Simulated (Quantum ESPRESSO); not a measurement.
Input and output of a self-consistent single point for NbIr3 (Pm-3m, 4 atoms in the cell) (Quantum ESPRESSO).

Method: LDA (PZ), spin-orbit coupling, PseudoDojo fully relativistic norm-conserving (PBE) pseudopotentials (plane waves; Quantum ESPRESSO 7.5).

```
CELL_PARAMETERS angstrom
      3.94394     0.00000     0.00000
      0.00000     3.94394     0.00000
      0.00000     0.00000     3.94394
ATOMIC_POSITIONS crystal
  Nb 0.00000 0.00000 0.00000
  Ir 0.50000 0.50000 0.00000
  Ir 0.00000 0.50000 0.50000
  Ir 0.50000 0.00000 0.50000
```

Reference input (self-consistent single point, DFT, LDA (PZ), plane waves, GBRV 1.5 ultrasoft (LDA) pseudopotentials): ecutwfc = 40 Ry; ecutrho = 320 Ry; occupations = smearing; smearing = fermi-dirac; degauss = 0.0036749 Ry; potentials = {Nb: nb_lda_v1.uspp.F.UPF, Ir: ir_lda_v1.2.uspp.F.UPF}; K_POINTS = automatic 8 8 8 0 0 0; conv_thr = 1e-10 Ry; mixing_beta = 0.3. This run's input differs from it in these lines:

```diff
@@ -13,4 +13,3 @@
   ntyp = 2,
-  ecutwfc = 40,
-  ecutrho = 320,
+  ecutwfc = 85,
   occupations = 'smearing',
@@ -18,2 +17,5 @@
   degauss = 0.0036749,
+  noncolin = .true.,
+  lspinorb = .true.,
+  input_dft = 'pz',
 /
@@ -24,4 +26,4 @@
 ATOMIC_SPECIES
-Nb    92.9064  nb_lda_v1.uspp.F.UPF
-Ir   192.2170  ir_lda_v1.2.uspp.F.UPF
+Nb    92.9064  Nb.upf
+Ir   192.2170  Ir.upf
 ATOMIC_POSITIONS {angstrom}
```

Log, with long lists cut:

```
     Self-consistent Calculation

     iteration #  1     ecut=    85.00 Ry     beta= 0.30

     Threshold (ethr) on eigenvalues was too large:
     Diagonalizing with lowered threshold

     total energy              =    -815.43713417 Ry
     estimated scf accuracy    <       0.62504740 Ry

     iteration #  2     ecut=    85.00 Ry     beta= 0.30

     total energy              =    -815.51329159 Ry
     estimated scf accuracy    <       0.26814012 Ry

     iteration #  3     ecut=    85.00 Ry     beta= 0.30

     total energy              =    -815.53190388 Ry
     estimated scf accuracy    <       0.03807399 Ry

   [... 8 blocks of this kind left out ...]

     iteration # 12     ecut=    85.00 Ry     beta= 0.30

     total energy              =    -815.54166952 Ry
     estimated scf accuracy    <          5.4E-10 Ry

     iteration # 13     ecut=    85.00 Ry     beta= 0.30
     End of self-consistent calculation

   [... 7 lines left out ...]

   [... 7 lines left out ...]

     the Fermi energy is    22.8281 ev

!    total energy              =    -815.54166952 Ry
     estimated scf accuracy    <          9.9E-11 Ry
     smearing contrib. (-TS)   =      -0.00111565 Ry
     internal energy E=F+TS    =    -815.54055387 Ry

     convergence has been achieved in  13 iterations

     Forces acting on atoms (cartesian axes, Ry/au):

     atom    1 type  1   force =     0.00000000    0.00000000    0.00000000
   [... zero for the other atoms too ...]

     Total force =     0.000000     Total SCF correction =     0.000000

          total   stress  (Ry/bohr**3)                   (kbar)     P=     -183.62
  -0.00124825   0.00000000   0.00000000         -183.62        0.00        0.00
   0.00000000  -0.00124825   0.00000000            0.00     -183.62        0.00
   0.00000000   0.00000000  -0.00124825            0.00        0.00     -183.62

   JOB DONE.
```

The run converged in 13 iterations. Against the reference run the pressure goes from -20.41 to -18.36 GPa.

The starting cell comes from a database of computed structures (which also holds hypothetical and non-ambient phases and stackings), without a prior relaxation at this level. Its lattice was rescaled by a random factor within 2.5 % of one. With a pressure of about -18 GPa the cell is away from its equilibrium volume at this level.

Cost on one core of a shared machine: roughly 9 min.
